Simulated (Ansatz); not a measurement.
Take HfO$_{2}$ (space group P4_2/nmc, No. 137; a = 3.567 Å, c = 5.166 Å) as the base. Axes: x, y, z lie along a, b, c of the conventional cell.

Method: PBEsol (Ansatz, an electronic-structure program; PAW; 420 eV plane waves; no spin-orbit coupling).

The change: the cell is stretched by 2.79 % along x with no lateral relaxation; the atoms relax in the strained cell.

Predict the stress tensor and what it implies for the stiffness.

Stress of the strained cell less that of the base (GPa, compression positive):
```
  -9.95    0.00    0.00
   0.00   -6.27    0.00
   0.00    0.00   -1.69
```

Then −Δσ_ii/ε with ε = 0.0279 gives secant stiffness values (nonlinear terms included at this strain): C11 ≈ 357 GPa, C12 ≈ 225 GPa and C13 ≈ 61 GPa.

As a check, the harmonic strain energy −½ V₀ Δσ:ε is 9.5 meV/atom; the computed energy rise is 9.8 meV/atom.

Whether these cells are dynamically stable was not tested. This is not the structure that HfO2 has at room temperature and ambient pressure.
